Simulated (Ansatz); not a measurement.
Base system: MoS2 (space group P6_3/mmc, No. 194; layered, stacked along the Cartesian z axis).

```
CELL_PARAMETERS angstrom
      3.14934     0.00000     0.00000
     -1.57467     2.72741     0.00000
      0.00000     0.00000    12.08946
ATOMIC_POSITIONS crystal
  Mo 0.66667 0.33333 0.75000
  Mo 0.33333 0.66667 0.25000
  S  0.66667 0.33333 0.37952
  S  0.33333 0.66667 0.87952
  S  0.33333 0.66667 0.62048
  S  0.66667 0.33333 0.12048
```

Cartesian axes are those of the cell as printed.

Level of theory: PBE-D3(BJ), PAW, 420 eV (Ansatz, a program for electronic structure; scalar-relativistic without spin-orbit coupling).

Modification: an isotropic linear strain of −1.20 %; the atoms relax in the strained cell.

Predict the stress tensor and what it implies for the stiffness.

Stress of the strained cell less that of the base (GPa, compression positive):
```
   3.81    0.00    0.00
   0.00    3.81    0.00
   0.00    0.00    1.22
```

Then B = −ΔP/(ΔV/V₀) with ΔV/V₀ = -0.0356 gives secant stiffness values (nonlinear terms included at this strain): B (at held cell shape, above the free-shape value) ≈ 83 GPa.

As a check, the harmonic strain energy −½ V₀ Δσ:ε is 5.7 meV/atom; the computed energy rise is 5.5 meV/atom.

Stability against distortions was not tested.
